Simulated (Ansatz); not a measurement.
Consider Cs2HfI6 (space group Fm-3m, No. 225).

```yaml
crystal:
  lattice:
    - [0.00000, 5.76127, 5.76127]
    - [5.76127, 0.00000, 5.76127]
    - [5.76127, 5.76127, 0.00000]
  atoms:
    - { symbol: Cs, position: [0.25000, 0.25000, 0.25000] }
    - { symbol: Cs, position: [0.75000, 0.75000, 0.75000] }
    - { symbol: Hf, position: [0.00000, 0.00000, 0.00000] }
    - { symbol: I, position: [0.75455, 0.24545, 0.75455] }
    - { symbol: I, position: [0.24545, 0.75455, 0.24545] }
    - { symbol: I, position: [0.75455, 0.24545, 0.24545] }
    - { symbol: I, position: [0.24545, 0.75455, 0.75455] }
    - { symbol: I, position: [0.75455, 0.75455, 0.24545] }
    - { symbol: I, position: [0.24545, 0.24545, 0.75455] }
```

Computed with plane-wave PAW DFT at the PBEsol level (Ansatz, an electronic-structure program, 420 eV), spin-orbit coupling left out.

For the base:

* **Volume per atom**: 42.50 Å³
* **Band gap**: 2.02 eV

The change: a hydrostatic pressure of 4.5 GPa.

Task: Estimate the effect on the volume per atom and band gap.

Result: The volume per atom shrinks by 7.64 Å³, from 42.50 Å³ to 34.86 Å³; the band gap drops by 0.39 eV to 1.63 eV.

With Hf and I present, leaving out spin-orbit coupling can change the band edges. Load acts through the strain it causes; cell and atoms are relaxed under it. Stability against distortions was not tested.
